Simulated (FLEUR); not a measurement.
# Several settings converged on CdSe (R3m, 2 atoms in the cell)

```xyz
2
Lattice="0.0000 3.0401 3.0401 3.0401 0.0000 3.0401 3.0401 3.0401 0.0000" Properties=species:S:1:pos:R:3 pbc="T T T"
Cd     0.0289     0.0289     0.0289
Se     1.5201     1.5201     1.5201
```

Base method: LDA (Perdew-Zunger), all-electron FLAPW (FLEUR), scalar-relativistic valence.

Base settings: Kmax = 3.5 1/bohr; GmaxXC = 10.5 1/bohr; xcFunctional = pz; jspins = 1; l_soc = F; mode = hist; fermiSmearingEnergy = 0.00036749 Htr; mesh (inpgen div1-3) = 3 3 3; inpgen gamma flag = false; Gmax = 10.5 1/bohr.

Core times come from one kind of shared machine, to one figure; runs under 30 s give none.

**Shifted k-point meshes**

Only quantities that move along the ladder and can be compared are tabulated.

These are the values that this program gave, and no reference: the default basis lacks the next d shell.

| kpt_div | free energy less the last step's (meV/atom) | core time / last (rough) |
|---|---|---|
| 2 2 2 | 19.40 | – |
| 4 4 4 | -1.00 | – |
| 6 6 6 | -0.89 | – |
| 8 8 8 | 0.55 | 0.09 |
| 10 10 10 | -0.90 | 0.2 |
| 12 12 12 | -0.35 | 0.2 |
| 18 18 18 | -0.17 | 0.8 |
| 20 20 20 | 0.00 | 1 |

Coarsest kpt_div that holds the free energy within 5 meV/atom of the last step, with all finer ones: 4 4 4; the step before is off by 19 meV/atom.

**The width of Fermi-Dirac smearing**

The mesh stays at the base's, so the ladder's end is converged at best in this setting alone.

Only quantities that move along the ladder and can be compared are tabulated; the gap is left out on so coarse a mesh.

These are the values that this program gave, and no reference: the default basis lacks the next d shell.

```csv
fermiSmearingEnergy,free energy less the last step's (meV/atom)
0.0367493 Htr,-382.56
0.0183747 Htr,-63.75
0.00734986 Htr,-11.30
0.00367493 Htr,-2.92
0.00073499 Htr,0.00
```

Widest fermiSmearingEnergy that holds the free energy within 5 meV/atom: not settled: the last two steps still differ by 2.9 meV/atom, over half the tolerance, so the ladder does not show it.

On the base run: the starting cell has typed, rounded lattice constants, without a prior relaxation at this level. Its lattice was rescaled by up to half a per cent. One atom was moved a little off its site on purpose. Values depend on the basis (sphere radii, cutoffs, local orbitals), which need not be converged.
